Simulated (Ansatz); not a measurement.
# Point defect Cu interstitial in bulk 2H MoS2

All values below come from PBE-D3(BJ), PAW (plane waves to 420 eV; Ansatz, a first-principles code). Cell: 54 sites, 3×3×1 repeats of a cell of 6 atoms; final energies on a 3×3×2 Γ-centred mesh. Site at the start: void with 6S nearest. Charged cells carry a point-charge image correction with potential alignment at far atoms. Dielectric constants: PBE linear response of the host. Host gap at this level: 0.77 eV. A cell of this size leaves errors of a few tenths of an eV. Levels are measured in PBE's own, too narrow, gap. Spin–orbit coupling is left out, and no Hubbard U is applied to the open shells. Each state is the lowest found from its start.

The name describes the start; the neighbours show where the atoms ended.

Charges with a result: +2, +1, 0. Others weren't obtained, and one of them could lie lower, also by skipping a charge.

| charge | moment (μB) | point group | largest move off a lattice site (Å) | neighbours of the last Cu atom of the defect at the end (Å) | image correction with alignment (eV) |
|---|---|---|---|---|---|
| +2† | quenched | – | 0.07 | S 2.38, S 2.38, S 2.38, S 2.38, S 2.38, S 2.38 | 0.75 |
| +1 | not spin-polarised | D3d | 0.07 | S 2.37, S 2.37, S 2.37, S 2.37, S 2.37, S 2.37 | 0.35 |
| 0† | quenched | – | 0.07 | S 2.37, S 2.37, S 2.37, S 2.37, S 2.37, S 2.37 | 0.00 |

† Not settled in this cell, so no level is given: charge +2: a level filled in part, carriers not clearly localised, level within 0.1 eV of a band edge or past it; charge 0: a level filled in part, carriers not clearly localised.

Point groups are those of the whole cell at tolerances of 0.03 and 0.1 Å ("near" where only the looser one holds); none is given for unsettled states.

Starting moments that weren't kept: charge +2 began with 1 μB and ended with 0.0; charge 0 began with 1 μB and ended with 0.0.

Flagged in the runs: a doubtful potential alignment, a host whose relaxation on this sampling wasn't shown to rest, a strain field that reaches the edge of the cell.
